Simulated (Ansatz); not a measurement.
## Effect of biaxial strain −1.91 %, plane normal [001], relaxed out of plane on SnSe2

The parent structure is SnSe2 in the CdI2 type structure (space group P-3m1, No. 164; a = 3.840 Å, c = 6.006 Å; layered, stacked along the Cartesian z axis). Axes: x lies along a and z along c of the hexagonal cell.

The change: compressive biaxial strain of 1.91 % in the plane normal to [001], as in epitaxy on a mismatched substrate; the out-of-plane cell vector and the atoms relax.

Computed with Ansatz (a first-principles code) PBE-D3(BJ), no spin-orbit coupling. Γ-centred 10×10×6 mesh, Fermi–Dirac width 0.05 eV.

The volume per atom shrinks by 0.47 Å³ to 25.10 Å³ and the space group remains P-3m1 (No. 164). The shortest interatomic distance drops by 2.0 pm, from 273.0 pm to 271.0 pm and the pressure (mean of the normal stresses, compression positive) goes from zero to 1.56 GPa. The band gap increases by 0.14 eV (0.36 eV → 0.50 eV) and the gap character changes from indirect, K–Γ (79 % along) → k = (0, 0.400, 1/3) in the run's primitive reciprocal basis to indirect, k = (0, 0.100, 0.167) in the run's primitive reciprocal basis → k = (0, 0.400, -1/3) in the run's primitive reciprocal basis. The smallest direct gap goes up by 0.33 eV to 1.15 eV and the out-of-plane strain comes out as +2.02 %. The ratio −ε⊥/ε∥ comes out as 1.06 and the mean in-plane stress (compression positive) amounts to +2.3 GPa.

Final structure (turned so that z lies along the plane normal):

```xyz
3
Lattice="3.7669 0.0000 0.0000 1.8835 3.2623 0.0000 0.0000 0.0000 6.1269" Properties=species:S:1:pos:R:3 pbc="T T T"
Sn     0.0000     0.0000     0.0000
Se     1.8835     1.0874     1.6175
Se     3.7669     2.1748     4.5094
```

No phonon test of stability was made.
